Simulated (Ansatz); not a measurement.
Seebeck coefficient (μV/K, mean over directions) of n-type Ge3N4 (P6_3/m) against carrier density, PBEsol, rigid bands (Ansatz, a first-principles code). Computed gap 2.09 eV; densities at which minority carriers matter at this gap, or further valleys turn the trend, are left out. Conductivity mass 0.26 mₑ (harmonic mean over directions), N_c = 3.1e18 cm⁻³ at 300 K.

```tsv
electron density	300 K	500 K
1e16 cm⁻³	-711	-779
1e17 cm⁻³	-513	-581
1e18 cm⁻³	-317	-384
3e18 cm⁻³	-227	-291
1e19 cm⁻³	[?]	-195
3e19 cm⁻³	-77	-120
1e20 cm⁻³	[?]	[?]
3e20 cm⁻³	-20	-33
1e21 cm⁻³	-9	-15
```

Problem. Complete the blanks.

Solution. 
- 1e19 cm⁻³, 300 K: -139
- 1e20 cm⁻³, 300 K: -38
- 1e20 cm⁻³, 500 K: -62

Rigid bands with a gap fixed in temperature, one relaxation time for all states, no polarons or phonon drag, and whether or not such doping can be reached. Spin-orbit coupling is left out.

Computed structure with no diffraction record at hand here (it may be known, metastable or hypothetical): Ge3N4 (P6_3/m).
